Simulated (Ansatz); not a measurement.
The starting structures come from a database of crystals and need not be the phases stable at ambient conditions.

 Where the default PAW files enter, the runs use the earlier of Ansatz's two default sets.

Crystal: LiNbO₂ (P6_3/mmc, not sure to be the ambient phase, 8 atoms a cell, 9.7 Å³ an atom, -5 GPa at this level); planes in its conventional cell.

The numbers are results of r2SCAN (plane waves, PAW; Ansatz, a quantum-chemistry and plane-wave program), not measurements.

No gap correction and no spin-orbit coupling; mid-gap values are interpolated between computed energies.

| plane | area of the cell (Å²) | mid-gap κ (1/Å) | largest κ in the gap (1/Å) |
|---|---|---|---|
| (100) | 30.5 | 0.26 | 0.26 |
| (001) | 7.4 | … | … |

Problem. The slowest decay depends on the direction. Supply the withheld values.

Solution. 
- (001), mid-gap κ (1/Å): 0.44
- (001), largest κ in the gap (1/Å): 0.49
